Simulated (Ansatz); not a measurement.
BN (Cm, No. 8, 8 atoms in the cell; start mp-1599; a measured phase of this formula has another space group), treated with LDA (plane waves, PAW; Ansatz, a first-principles code).

Run with plane-wave cutoff 520 eV, 14×14×8 k mesh (along the axes of the cell as run), Fermi–Dirac smearing 0.01 eV, scalar-relativistic PAW data made under PBE.

Cell (relaxed at this level):

```cif
data_B4N4
_chemical_formula_sum 'B4 N4'
_space_group_name_H-M_alt 'P 1'
_space_group_IT_number 1
_cell_length_a 6.59056
_cell_length_b 6.59056
_cell_length_c 4.33389
_cell_angle_alpha 91.201
_cell_angle_beta 91.201
_cell_angle_gamma 21.756
loop_
_space_group_symop_operation_xyz
  'x, y, z'
loop_
_atom_site_label
_atom_site_type_symbol
_atom_site_fract_x
_atom_site_fract_y
_atom_site_fract_z
_atom_site_occupancy
B1 B 0.00009 0.00009 0.99917 1
B2 B 0.20000 0.20000 0.42853 1
B3 B 0.86587 0.86587 0.37916 1
B4 B 0.53151 0.53151 0.49868 1
N1 N 0.98078 0.98078 0.34276 1
N2 N 0.50633 0.50633 0.84273 1
N3 N 0.64676 0.64676 0.44565 1
N4 N 0.31227 0.31227 0.39191 1
```

Task: Give the computed band gap, smallest direct gap on the k points sampled and Γ–Γ gap.

Result: 
band gap: 1.38 eV
smallest direct gap on the k points sampled: 1.39 eV
Γ–Γ gap: 5.08 eV

A start named mp-… is a Materials Project structure, which need not be a measured phase.
